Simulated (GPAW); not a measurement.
Band structure of KAlH₃ (Pm-3m, 5 atoms in the cell).

```xyz
5
Lattice="3.9817 0.0000 0.0000 0.0000 3.9817 0.0000 0.0000 0.0000 3.9817" Properties=species:S:1:pos:R:3 pbc="T T T"
K      1.9908     1.9908     1.9908
Al     0.0000     0.0000     0.0000
H      0.0000     1.9908     0.0000
H      1.9908     0.0000     0.0000
H      0.0000     0.0000     1.9908
```

Computed with LDA (Perdew-Wang 92), GPAW PAW datasets LDA (gpaw-data 1.0.1) (plane waves; GPAW).

Settings: mode = pw; ecut = 800 eV; xc = LDA; kpts = 8 8 8; mesh shift (steps) = 0 0 0; occupations.name = fermi-dirac; occupations.width = 0.1 eV; nbands = -11; convergence.density = 1e-05 e/electron; convergence.energy = 1e-05 eV/electron; symmetry.symmorphic = false; symmetry.tolerance = 0.0005; maxiter = 100; bandpath_npoints = 40.

The starting cell comes from a database of computed structures (which also holds hypothetical and non-ambient phases and stackings), without a prior relaxation at this level.

Levels in eV from the Fermi level, bands 4 to 11:
```tsv
point	4	5	6	7	8	9	10	11
Γ	-14.93	-9.52	-3.42	-3.42	1.27	1.27	1.27	5.20
X	-14.91	-7.92	-6.23	-2.95	1.13	1.13	2.98	3.60
M	-14.89	-7.06	-5.38	-5.38	0.56	1.26	2.67	3.83
R	-15.09	-5.58	-5.58	-5.58	-3.75	2.63	2.63	2.63
```

Bands cross the Fermi level along this path, so the cell is metallic at this level.
